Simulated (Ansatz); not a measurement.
## Cu2O: pressure series

Base system: Cu2O (space group Pn-3m, No. 224; a = 4.246 Å).

Cell and atoms are relaxed at each pressure.

Method: r2SCAN (Ansatz, an electronic-structure program, PAW, no SOC).

Notes on the quantities. enthalpy: H = E + PV relative to the base's energy.

| change | band gap | lattice parameter a | electron mass | enthalpy |
|---|---|---|---|---|
| base | 0.79 eV | 4.246 Å | 0.93 mₑ (at Γ) | – |
| pressure −2 GPa | 0.76 eV | 4.269 Å | 0.93 mₑ (at Γ) | -0.16 eV/atom |
| pressure −1 GPa | 0.78 eV | 4.257 Å | 0.93 mₑ (at Γ) | -0.08 eV/atom |
| pressure 0.9 GPa | 0.81 eV | 4.236 Å | 0.94 mₑ (at Γ) | +0.07 eV/atom |
| pressure 2.1 GPa | 0.83 eV | 4.223 Å | 0.94 mₑ (at Γ) | +0.17 eV/atom |
| pressure 4.5 GPa | 0.87 eV | 4.200 Å | 0.95 mₑ (at Γ) | +0.35 eV/atom |
| pressure 9 GPa | 0.95 eV | 4.160 Å | 0.96 mₑ (at Γ) | +0.69 eV/atom |
| pressure 15 GPa | 1.04 eV | 4.114 Å | 0.98 mₑ (at Γ) | +1.14 eV/atom |
| pressure 22.5 GPa | 0.94 eV | 4.065 Å | 0.079, 0.43 mₑ (at Γ) | +1.67 eV/atom |
| pressure 30 GPa | 0.81 eV | 4.023 Å | 0.065, 0.42 mₑ (at Γ) | +2.18 eV/atom |

Load acts through the strain it causes; cell and atoms are relaxed under it. Masses are band curvatures over ±0.01 Å⁻¹ around the edge. Whether these cells are dynamically stable was not tested. No other phases were tried under pressure. No Hubbard U is applied. All final runs are without spin polarisation.
